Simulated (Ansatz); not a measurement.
Input:

```yaml
crystal:
  lattice:
    - [3.13288, 0.00000, 0.00000]
    - [-1.56644, 2.72953, 0.00000]
    - [0.00000, 0.00000, 5.13834]
  atoms:
    - { symbol: Ga, position: [0.33356, 0.66713, 0.00056] }
    - { symbol: Ga, position: [0.66644, 0.33287, 0.50056] }
    - { symbol: N, position: [0.33389, 0.66778, 0.37644] }
    - { symbol: N, position: [0.66611, 0.33222, 0.87644] }
```

No spin polarisation.

Level of theory: LDA (Ansatz, a quantum-chemistry and plane-wave program; PAW; 420 eV plane waves; no spin-orbit coupling). Settings: 12×12×7 k-points, 0.05 eV Fermi–Dirac smearing.

Problem. Estimate the hole mass.

Solution. 0.18 mₑ along x, 2.2 mₑ along y, 1.8 mₑ along z (at Γ).

Problem. Predict the valence-band top at Γ (three highest levels, from the VBM).

Solution. 0.00, -0.04, -0.09 eV.

Problem. What is the computed gap character?

Solution. Direct at Γ.

The cells carry an imposed strain or load. Effective masses come from finite differences of ±0.01 Å⁻¹. Stability against distortions was not tested. The cell was made from GaN in the wurtzite structure (space group P6_3mc, No. 186) by this change: uniaxial strain ε_xx = −0.60 %.
